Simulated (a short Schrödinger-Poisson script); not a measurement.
Structure: symmetric double-gate stack, SiO2 on p-type Si(100), at 300 K.

```tsv
layer	material	thickness (nm)	Na (cm⁻³)
1	SiO2	2.4	-
2	Si	14	2e15
3	SiO2	2.4	-
```

Constants are typed, rounded textbook-type inputs, not results; the design itself was drawn at random and stands for no fabricated device. SiO2: permittivity 3.9, conduction-band edge (eV) 3.15, gap (eV) 9, electron mass (mₑ) 0.5. Si: permittivity 11.7, conduction-band edge (eV) 0, gap (eV) 1.124, Nv at 300 K (cm⁻³) 3.1e19.

Channel valleys (confinement mass, in-plane density-of-states mass, number): Δ2 0.916, 0.19, 2; Δ4 0.19, 0.417, 4. At the gates, both at one voltage, the conduction-band edge of layer 1 lies 3.75 eV − eVg above the Fermi level of the channel. Gaps are held at their typed values at every temperature. Mesh 0.03 nm at interfaces.

Solved with a short Schrödinger-Poisson script written for these runs: 1D Poisson equation in equilibrium, electrons classical, Boltzmann, parabolic valleys, classical holes, full ionisation, no traps, pinning or gate leakage.

The same stack at other levels of the model or other numerical settings:

```json
[
 {"run": "base", "sheet density of all electrons at Vg = 2.1 V (cm⁻²)": "2.55e13", "sheet density of all electrons at Vg = 0.9 V (cm⁻²)": "5.45e12", "capacitance of both gates at Vg = 2.1 V (μF/cm²)": "2.77", "rough cost against the base": "about 1"},
 {"run": "electrons treated as classical, Fermi-Dirac", "sheet density of all electrons at Vg = 2.1 V (cm⁻²)": "?", "sheet density of all electrons at Vg = 0.9 V (cm⁻²)": "5.39e12", "capacitance of both gates at Vg = 2.1 V (μF/cm²)": "2.65", "rough cost against the base": "3"},
 {"run": "electrons treated as quantum, Hartree", "sheet density of all electrons at Vg = 2.1 V (cm⁻²)": "?", "sheet density of all electrons at Vg = 0.9 V (cm⁻²)": "4.71e12", "capacitance of both gates at Vg = 2.1 V (μF/cm²)": "?", "rough cost against the base": "40"},
 {"run": "mesh six times as coarse", "sheet density of all electrons at Vg = 2.1 V (cm⁻²)": "2.53e13", "sheet density of all electrons at Vg = 0.9 V (cm⁻²)": "5.40e12", "capacitance of both gates at Vg = 2.1 V (μF/cm²)": "2.73", "rough cost against the base": "about 1"}
]
```

### Question
Some entries are withheld; supply them.

### Answer

- electrons treated as quantum, Hartree, sheet density of all electrons at Vg = 2.1 V (cm⁻²): 2.26e13
- electrons treated as classical, Fermi-Dirac, sheet density of all electrons at Vg = 2.1 V (cm⁻²): 2.48e13
- electrons treated as quantum, Hartree, capacitance of both gates at Vg = 2.1 V (μF/cm²): 2.50

The classical rows ignore confinement, and Boltzmann statistics overrate the density once the band edge passes the Fermi level.
